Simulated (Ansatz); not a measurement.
GaP, response to strain

Consider GaP in the zinc blende structure (space group F-43m, No. 216; a = 5.439 Å). Axes: x, y, z lie along the cube axes.

Strains are applied to the cell and any free atomic positions relax; under biaxial strain the out-of-plane vector relaxes too.

Level of theory: PBEsol (Ansatz, a first-principles code; PAW; 420 eV plane waves; scalar-relativistic without spin-orbit coupling), earlier PAW set.

Before the change:

* **Band gap**: 1.45 eV

Problem. The aim is a band gap between 0.95 eV and 1.01 eV. Which of these changes reaches it?
(A) biaxial strain −3.68 %, plane normal [111], relaxed out of plane
(B) biaxial strain −1.36 %, plane normal [001], relaxed out of plane
(C) strain tensor (xx, yy, zz, yz, xz, xy) = (−0.91, +0.57, +0.59, −0.31, +0.05, −0.04) %

Solution. A, biaxial strain −3.68 %, plane normal [111], relaxed out of plane. It gives 0.97 eV; biaxial strain −1.36 %, plane normal [001], relaxed out of plane gives 1.30 eV; strain tensor (xx, yy, zz, yz, xz, xy) = (−0.91, +0.57, +0.59, −0.31, +0.05, −0.04) % gives 1.33 eV. Changes not listed may reach it too

Stability against distortions was not tested.
